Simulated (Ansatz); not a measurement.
Here is the system:

```yaml
crystal:
  lattice:
    - [2.40072, 1.38606, 4.30219]
    - [-2.40072, 1.38606, 4.30219]
    - [0.00000, -2.77211, 4.30219]
  atoms:
    - { symbol: Ga, position: [0.64408, 0.64408, 0.64408] }
    - { symbol: Ga, position: [0.14408, 0.14408, 0.14408] }
    - { symbol: Ga, position: [0.35592, 0.35592, 0.35592] }
    - { symbol: Ga, position: [0.85592, 0.85592, 0.85592] }
    - { symbol: O, position: [0.75000, 0.44718, 0.05282] }
    - { symbol: O, position: [0.05282, 0.75000, 0.44718] }
    - { symbol: O, position: [0.25000, 0.55282, 0.94718] }
    - { symbol: O, position: [0.55282, 0.94718, 0.25000] }
    - { symbol: O, position: [0.94718, 0.25000, 0.55282] }
    - { symbol: O, position: [0.44718, 0.05282, 0.75000] }
```

No spin polarisation.

All numbers come from Ansatz (a program for electronic structure), LDA, PAW, cutoff 420 eV, no SOC. Settings: 8×8×8 k-points, 0.05 eV Fermi–Dirac smearing.

Predict the band gap, width of the top valence band, gap character and pressure.


- Band gap = 4.09 eV
- Width of the top valence band = 0.49 eV
- Gap character = indirect, Γ–S₀ (50 % along) → Γ
- Pressure (mean of the normal stresses, compression positive) = 26.92 GPa

The cells carry an imposed strain or load. No phonon test of stability was made. The cell was made from Ga2O3 in the corundum structure (space group R-3c, No. 167) by this change: isotropic strain −3.00 %.
